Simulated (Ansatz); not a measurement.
Start from HfN in the rock salt structure (space group Fm-3m, No. 225; a = 4.526 Å; relaxed with 0.1 eV smearing). Axes: x, y, z lie along the cube axes.

Structures relaxed with r2SCAN (Ansatz, an electronic-structure program), no spin-orbit coupling.

Base:

Simulated powder pattern, Mo Kα, λ = 0.71073 Å (kinematic, ideal powder, no thermal factors, no anomalous dispersion; the 8 strongest lines at most, above 2 %, up to 2θ = 40°):

```json
[
 {"2θ (°)": "15.63", "I/Imax (%)": "100", "hkl": "(111)"},
 {"2θ (°)": "18.07", "I/Imax (%)": "70", "hkl": "(200)"},
 {"2θ (°)": "25.66", "I/Imax (%)": "53", "hkl": "(220)"},
 {"2θ (°)": "30.19", "I/Imax (%)": "53", "hkl": "(311)"},
 {"2θ (°)": "31.57", "I/Imax (%)": "19", "hkl": "(222)"},
 {"2θ (°)": "36.61", "I/Imax (%)": "8.8", "hkl": "(400)"}
]
```

After one change:

Simulated powder pattern, Mo Kα, λ = 0.71073 Å (kinematic, ideal powder, no thermal factors, no anomalous dispersion; the 8 strongest lines at most, above 2 %, up to 2θ = 40°):

```
2θ (°)  I/Imax (%)
------  ----------
15.49          100
17.91           70
25.43           53
29.92           53
31.28           19
36.27          8.8
39.66           22
```

### Question
What was done to the base?
A) uniaxial stress, 3 GPa tension along x
B) uniaxial stress, 5 GPa compression along z
C) tensor shear ε_yz = +3.47 %
D) isotropic strain +0.90 %

### Answer
D, isotropic strain +0.90 %. Its volume per atom is 11.90 Å³ against 11.59 Å³, and its space group is Fm-3m (No. 225).

Beyond what the load breaks, stability against distortions was not tested. The final runs are not spin-polarised.
